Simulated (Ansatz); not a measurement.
## Quick settings and what they miss: Rb2AlTlCl6 (Fm-3m, 10 atoms in the cell)

Self-consistent single point.

```
CELL_PARAMETERS angstrom
      0.00000     5.40653     5.40653
      5.40653     0.00000     5.40653
      5.40653     5.40653     0.00000
ATOMIC_POSITIONS crystal
  Rb 0.75000 0.75000 0.75000
  Rb 0.25000 0.25000 0.25000
  Al 0.00000 0.00000 0.00000
  Tl 0.50000 0.50000 0.50000
  Cl 0.78279 0.21721 0.21721
  Cl 0.21721 0.78279 0.78279
  Cl 0.21721 0.78279 0.21721
  Cl 0.78279 0.21721 0.78279
  Cl 0.21721 0.21721 0.78279
  Cl 0.78279 0.78279 0.21721
```

Computed with r2SCAN, default PAW files made with PBE (plane waves; Ansatz, a quantum-chemistry and plane-wave program).

Base settings: basis.ecutwfc = 500 eV; kpoints.mp_grid.grid = 5 5 5; hamiltonian.xc = r2scan; hamiltonian.pseudopotentials = {kind: paw} (the program's default PAW files); scf.occupations.method = fermi_dirac; scf.occupations.width = 0.05 eV.

Tight run (finer mesh or higher cutoff; not a proven limit): basis.ecutwfc: 500 eV → 700 eV; kpoints.mp_grid.grid: 5 5 5 → 7 7 7; scf.convergence.dr2_threshold: default (1e-07 eV) → 1e-09 eV. It gave top of the valence band (on the code's own zero) 1.60 eV; gap on the k-point mesh 4.33 eV; pressure -0.89 GPa; largest force (vector length) 0.071 eV/Å.

Quick runs, as changes from the base:
- A: the base itself
- B: basis.ecutwfc: 500 eV → 300 eV; kpoints.mp_grid.grid: 5 5 5 → 1 1 1
- C: basis.ecutwfc: 500 eV → 300 eV; kpoints.mp_grid.grid: 5 5 5 → 3 3 3; scf.occupations.method: fermi_dirac → methfessel_paxton; scf.occupations.width: 0.05 eV → 0.136 eV; scf.convergence.dr2_threshold: default (1e-07 eV) → 0.001 eV
- D: basis.ecutwfc: 500 eV → 420 eV; kpoints.mp_grid.grid: 5 5 5 → 4 4 4; hamiltonian.xc: r2scan → lda; scf.convergence.dr2_threshold: default (1e-07 eV) → 0.0001 eV [LDA (PW92)]

Dashes: energy of D, another energy zero; count of D, another kind of functional, whose work the count does not hold.

Gaps are read on each run's own mesh, which may miss the band edges.

† marks runs with another functional, U, potentials or spin treatment: their distance from the tight run is not a convergence error alone.

The count of work is k-points × plane waves × bands × iterations; it is no time. 

Pressures in the table are Ansatz's without its Pulay estimate, at a fixed set of plane waves; the tight run's value above holds the estimate.

The starting cell comes from a database of computed structures (which also holds hypothetical and non-ambient phases and stackings), without a prior relaxation at this level. Its lattice was rescaled by a random factor within 2.5 % of one. Spin-orbit coupling is off.

| run | energy less tight (meV/atom) | pressure less tight (GPa) | largest miss in a force vector (eV/Å) | gap on the mesh less tight (eV) | count of work / tight |
|---|---|---|---|---|---|
| A | 0.8 | -0.01 | 0.001 | 0.046 | 0.26 |
| B | 169.8 | 1.49 | 0.231 | 0.955 | 0.012 |
| C | 19.4 | -0.71 | 0.011 | 0.231 | 0.021 |
| D† | – | -1.83 | 0.039 | -0.780 | – |

Among the runs at the tight run's level, the energy misses run from 0.8 to 169.8 meV/atom.

Left out of this page: 1 run of the series outside the window shown, repeating another row's setting, or not comparable; 1 run of the series with a known weakness of the program.

Keys are those of Ansatz 0.2.
